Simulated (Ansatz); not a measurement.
**Hypothetical rock salt BP: response to strain**

Base system: BP in the rock salt structure (space group Fm-3m, No. 225; a = 4.3206 Å; a hypothetical phase, not in the database extracts checked; relaxed with 0.1 eV smearing). Axes: x, y, z lie along the cube axes.

Strains are applied to the cell and any free atomic positions relax; under biaxial strain the out-of-plane vector relaxes too.

Level of theory: plane-wave PAW DFT at the PBE level (Ansatz, a first-principles code, 420 eV), no spin-orbit coupling.

Notes on the quantities. energy relative to the base: free energy F; pressure: mean of the normal stresses, compression positive.

```tsv
case	energy relative to the base	volume per atom	pressure	space group
base	0 meV/atom	10.08 Å³	0.0 GPa	Fm-3m (No. 225)
biaxial strain −2.28 %, plane normal [001], relaxed out of plane	+5.9 meV/atom	9.95 Å³	2.7 GPa	I4/mmm (No. 139)
biaxial strain +4.98 %, plane normal [110], relaxed out of plane	?	10.80 Å³	-9.4 GPa	Immm (No. 71)
isotropic strain +0.70 %	+2.2 meV/atom	10.29 Å³	-3.2 GPa	Fm-3m (No. 225)
uniaxial strain ε_yy = +4.80 %	+13 meV/atom	10.57 Å³	-6.5 GPa	I4/mmm (No. 139)
uniaxial strain ε_zz = −0.94 %	?	9.99 Å³	1.6 GPa	I4/mmm (No. 139)
uniaxial strain ε_zz = +0.50 %	+0.2 meV/atom	10.13 Å³	-0.8 GPa	I4/mmm (No. 139)
```

Question: Complete the table.

Answer: 
- biaxial strain +4.98 %, plane normal [110], relaxed out of plane, energy relative to the base: +45 meV/atom
- uniaxial strain ε_zz = −0.94 %, energy relative to the base: +0.6 meV/atom

A biaxial case was relaxed in a doubled cell and then solved in the primitive one. Stability against distortions was not tested. The final runs are not spin-polarised.
